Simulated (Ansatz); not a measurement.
Start from BP in the zinc blende structure (space group F-43m, No. 216).

```yaml
crystal:
  lattice:
    - [0.00000, 2.26820, 2.26820]
    - [2.26820, 0.00000, 2.26820]
    - [2.26820, 2.26820, 0.00000]
  atoms:
    - { symbol: P, position: [0.75000, 0.75000, 0.75000] }
    - { symbol: B, position: [0.00000, 0.00000, 0.00000] }
```

Method: r2SCAN in Ansatz (plane waves to 500 eV, PAW, scalar-relativistic without spin-orbit coupling), earlier PAW set.

One change was made to it. Results:

The hole mass (degenerate bands, along [100]) becomes 0.24, 0.24, 0.33 mₑ (at Γ) (base: 0.24, 0.24, 0.32 mₑ (at Γ)); the lattice parameter a drops by 0.0359 Å to 4.501 Å.

Name the change that was made.
(A) pressure 9 GPa
(B) pressure 45 GPa
(C) pressure 4.2 GPa

C, pressure 4.2 GPa. For comparison, the hole mass in the other runs: pressure 9 GPa gives 0.23, 0.23, 0.34 mₑ (at Γ); pressure 45 GPa gives 0.23, 0.23, 0.41 mₑ (at Γ).

The levels and masses belong to the bands next to the band gap. Load acts through the strain it causes; cell and atoms are relaxed under it. Masses are band curvatures over ±0.01 Å⁻¹ around the edge. Stability against distortions was not tested. No other phases were tried under pressure.

Ansatz is an electronic-structure program.
